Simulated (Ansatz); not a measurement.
Hypothetical rock salt BN: isotropic strain +5.74 %

The reference is BN in the rock salt structure (space group Fm-3m, No. 225; a = 3.483 Å; a hypothetical phase, not in the database extracts checked).

One thing is altered: an isotropic linear strain of +5.74 %; the atoms relax in the strained cell.

The values are results of PBEsol, PAW, 420 eV (Ansatz, a first-principles code; no spin-orbit coupling), not measurements. Γ-centred 16×16×16 mesh, Fermi–Dirac width 0.05 eV.

| quantity | base | changed | shift |
|---|---|---|---|
| volume per atom | 5.28 Å³ | 6.24 Å³ | +0.96 Å³ |
| space group | Fm-3m (No. 225) | Fm-3m (No. 225) | – |
| energy relative to the base (free energy F) | 0 meV/atom | +166 meV/atom | +166 meV/atom |
| band gap (an upper bound: an edge found on the path is not a true extremum; the base alone) | 1.29 eV | 0.13 eV | -1.16 eV |

Final structure:

```yaml
crystal:
  lattice:
    - [0.00000, 1.84131, 1.84131]
    - [1.84131, 0.00000, 1.84131]
    - [1.84131, 1.84131, 0.00000]
  atoms:
    - { symbol: N, position: [0.00000, 0.00000, 0.00000] }
    - { symbol: B, position: [0.50000, 0.50000, 0.50000] }
```

Whether these cells are dynamically stable was not tested. The zero or small gap of BN under isotropic strain +5.74 % can change with the level of theory.
